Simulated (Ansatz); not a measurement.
# CaF2: carrier doping

The parent structure is CaF$_{2}$ in the fluorite structure (space group Fm-3m, No. 225; a = 5.421 Å).

Carriers are added at fixed cell with a uniform background; the Fermi–Dirac width is that of 300 K.

Calculations: Ansatz (a first-principles code), PBEsol, PAW, cutoff 420 eV, no spin-orbit coupling.

Notes on the quantities. Fermi level from band edge: Fermi level relative to the doped band's edge (positive inside the band; to 0.05 eV).

```tsv
variant	gap between the host's bands	Fermi level from band edge
undoped	7.25 eV	–
electrons 1.0×10^21 cm⁻³	7.16 eV	+0.60 eV
electrons 1.5×10^21 cm⁻³	7.13 eV	+0.75 eV
electrons 7.0×10^21 cm⁻³	6.89 eV	+1.20 eV
electrons 1.0×10^22 cm⁻³	6.81 eV	+1.35 eV
holes 1.0×10^21 cm⁻³	7.33 eV	+0.05 eV
holes 1.5×10^21 cm⁻³	___	+0.05 eV
holes 7.0×10^21 cm⁻³	7.81 eV	+0.15 eV
holes 1.0×10^22 cm⁻³	8.05 eV	+0.15 eV
```

Task: Fill in the withheld entries from the trend.

Result: 
- holes 1.5×10^21 cm⁻³, gap between the host's bands: 7.37 eV

Charged cell with a jellium background: band edges are those of the host's band count, energies are not comparable with the neutral cell, and many-body gap narrowing is missing. Stability against distortions was not tested.
